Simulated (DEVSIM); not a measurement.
System: Pd/SiO2/p-Ge capacitor, at 250 K.

Layer 1 from the left is SiO2, thickness (nm) 10.0. Layer 2 from the left is Ge, thickness (nm) 520, Na (cm⁻³) 1.3e18.

Metal gate on the left, work function 5.2 eV. Fixed charge at the semiconductor interface 0 cm⁻² (in units of +e); interface traps 1.5e12 cm⁻² eV⁻¹, uniform in energy, neutral level at 0.3 of the gap above the valence band.

This is a model device: material constants are rounded textbook-type values typed into the input, and sizes, dopings and lifetimes were drawn at random. Values at 300 K; Nc and Nv go as T^1.5, mobilities as T to minus their exponent, the gap by Varshni's rule with the affinity fixed.

SiO2: gap (eV) 9, affinity (eV) 0.9, permittivity 3.9. Ge: gap (eV) 0.664, affinity (eV) 4, permittivity 16, Nc (cm⁻³) 1.04e19, Nv (cm⁻³) 6e18, Varshni α (eV/K) 0.000477, Varshni β (K) 235.

DEVSIM, 1D Poisson equation in equilibrium, Boltzmann statistics, complete ionisation; no quantum confinement or tunnelling. Metal contacts follow the ideal Schottky-Mott rule: no Fermi-level pinning, no interface dipoles.

Q: What does the simulation give for the minimum of the low-frequency capacitance, the flat-band voltage?

A: minimum of the low-frequency capacitance 0.241 μF/cm²; flat-band voltage 0.42 V.
